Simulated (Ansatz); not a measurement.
Consider SiC (space group P6_422, No. 181; a = 3.066 Å, c = 7.031 Å; a hypothetical phase, not in the database extracts checked).

Levels (all Ansatz, an electronic-structure program, PAW): PBEsol (420 eV, spin-orbit coupling left out); r2SCAN (500 eV, spin-orbit coupling left out).

The geometry is relaxed with PBEsol.

- PBEsol band gap: 0.77 eV
- PBEsol gap character: indirect, Γ → M
- PBEsol smallest direct gap: 2.98 eV

Predict the band gap, gap character and smallest direct gap from r2SCAN.

The band gap rises by 0.40 eV (0.77 eV → 1.17 eV); the gap character remains indirect, Γ → M; the smallest direct gap goes up by 0.44 eV to 3.42 eV.

Single points use the geometry relaxed with PBEsol. Stability against distortions was not tested. The base started in P3_121 and relaxed to P6_422 at this level.
